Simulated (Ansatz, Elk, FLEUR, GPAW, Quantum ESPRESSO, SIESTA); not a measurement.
## CdCo3N (Pm-3m, 5 atoms in the cell) computed with different codes at matched settings

Self-consistent single point.

```yaml
crystal:
  lattice:
    - [3.85504, 0.00000, 0.00000]
    - [0.00000, 3.85504, 0.00000]
    - [0.00000, 0.00000, 3.85504]
  atoms:
    - { symbol: Cd, position: [0.00000, 0.00000, 0.00000] }
    - { symbol: Co, position: [0.50000, 0.50000, 0.00000], spin: 3.0 }
    - { symbol: Co, position: [0.00000, 0.50000, 0.50000], spin: 3.0 }
    - { symbol: Co, position: [0.50000, 0.00000, 0.50000], spin: 3.0 }
    - { symbol: N, position: [0.50000, 0.50000, 0.50000] }
```
(The spins are starting values, not results.)

Shared settings, as Ansatz (a quantum-chemistry and plane-wave program) writes them: kpoints.mp_grid.grid = 6 6 6; scf.occupations.method = gaussian; scf.occupations.width = 0.01 Ry. Potentials and cutoffs stand in the table.

```json
[
 {"code": "GPAW", "model": "LDA (Perdew-Wang 92), GPAW PAW datasets LDA (gpaw-data 1.0.1)", "size of the net moment (μB/atom)": "0.62", "cutoff": "950 eV"},
 {"code": "FLEUR", "model": "LDA (Perdew-Zunger), all-electron FLAPW (FLEUR), scalar-relativistic valence", "size of the net moment (μB/atom)": "0.60", "cutoff": "Kmax 4.7 1/bohr"},
 {"code": "Elk", "model": "LDA (PW92), all-electron FP-LAPW, Elk's shipped species files, APW+lo basis with extra local orbitals", "size of the net moment (μB/atom)": "0.61", "cutoff": "rgkmax 7.5"},
 {"code": "Quantum ESPRESSO", "model": "LDA (PZ), GBRV 1.5 ultrasoft (LDA) pseudopotentials", "size of the net moment (μB/atom)": "0.64", "cutoff": "50 Ry"},
 {"code": "SIESTA", "model": "LDA PW92, numerical atomic orbitals DZP, PseudoDojo LDA standard norm-conserving potentials (rewritten from UPF to PSML)", "size of the net moment (μB/atom)": "0.62", "cutoff": "grid 400 Ry"},
 {"code": "Ansatz", "model": "LDA (PW92), PAW files made with PBE", "size of the net moment (μB/atom)": "0.62", "cutoff": "default"}
]
```

On Ansatz's run: the magnetic order is the one reached from the typed start; others were not searched systematically.

The spread over the programs that give each value: size of the net moment within 0.04 μB/atom.

SIESTA uses small atom-centred bases, whose incompleteness enters pressures, forces and empty levels differently from a plane-wave cutoff. FLEUR and Elk treat all electrons, but the usual bases taken here (sphere radii, linearisation, local orbitals, empty states) were not tested for convergence, so the values are no reference for the others. The same LDA comes in different parametrisations, which differ slightly.

The starting cell comes from a database of computed structures (which also holds hypothetical and non-ambient phases and stackings), without a prior relaxation at this level.

Keys are those of Ansatz 0.2.
